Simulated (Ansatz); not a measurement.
NiGe (Pnma, No. 62, 8 atoms in the cell; start mp-1099)

Calculation: r²SCAN in Ansatz (PAW).

Numerical settings: plane-wave cutoff 560 eV, 10×16×10 k mesh (along the axes of the cell as run), Fermi–Dirac smearing 0.05 eV, no spin polarisation, scalar-relativistic PAW data made under PBE.

Cell (relaxed at this level):

Space group Pnma (No. 62); a = 5.3103 Å, b = 3.4497 Å, c = 5.8074 Å, α = β = γ = 90.00°

```tsv
atom	site	symmetry	x	y	z
Ni	4c	.m.	0.0050	0.2500	0.8074
Ge	4c	.m.	0.1905	0.2500	0.4141
```

band gap: none
bulk modulus: 148 GPa

Note: the relaxation could not lower the start's symmetry, so the cell can be a saddle point above a distorted one; the bulk modulus is −V dP/dV from two relaxed cells at ±2 % in volume.

Spin–orbit coupling is not included.

It cost about 16 core-minutes (a rough figure) of CPU time.

A start named mp-… is a Materials Project structure, which need not be a measured phase.

Ansatz is a quantum-chemistry and plane-wave program.
